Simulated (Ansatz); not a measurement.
Consider the following.

```yaml
crystal:
  lattice:
    - [2.56397, 0.00000, 0.00000]
    - [-1.28198, 2.22046, 0.00000]
    - [1.28198, -0.74015, 2.09347]
  atoms:
    - { symbol: B, position: [0.00000, 0.00000, 0.00000] }
    - { symbol: N, position: [0.75000, 0.25000, 0.75000] }
```

The cell is taken as given; by r2SCAN it stands under a pressure of -5.2 GPa.

Transport runs along the normal of the first two printed cell vectors, the (111) plane of the conventional cell.

The gap is the functional's own, uncorrected, and κ follows it; spin-orbit coupling is left out. Mid-gap means the computed energy nearest the middle.

Task: Give the band gap and the smallest decay constant κ at mid-gap that Ansatz (a program for electronic structure) with r2SCAN yields.

Result: Gap 4.99 eV on a 14×14×14 mesh; κ = 0.336 1/Å, at the zone centre.
